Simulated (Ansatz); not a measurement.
The starting structures come from a database of crystals and need not be the phases stable at ambient conditions.

Inside the gap of an insulator the Bloch states are evanescent, with a wavenumber k + iκ along the transport direction.

Consider the following.

```
CELL_PARAMETERS angstrom
      4.54609     0.00000     0.00000
      0.00000    15.40645     0.00000
      2.27305     7.70322     2.27305
ATOMIC_POSITIONS crystal
  Ca 0.00000 0.32860 0.00000
  Ca 0.00000 0.67140 0.00000
  Ca 0.50000 0.50000 0.00000
  Ca 0.50000 0.00000 0.00000
  As 0.00000 0.13686 0.00000
  As 0.00000 0.86314 0.00000
  O  0.00000 0.50000 0.00000
```

Space group of this cell: I4/mmm. The cell is taken as given.

Transport runs along the normal of the first two printed cell vectors, the (100) plane of the conventional cell.

The gap is the functional's own, uncorrected, and κ follows it; spin-orbit coupling is left out. Mid-gap values are interpolated between the computed energies.

Task: State the band gap and the smallest decay constant κ at mid-gap according to r2SCAN (Ansatz, a program for electronic structure).

Result: Gap 1.59 eV on a 14×14×14 mesh; κ = 0.136 1/Å, at the zone centre.
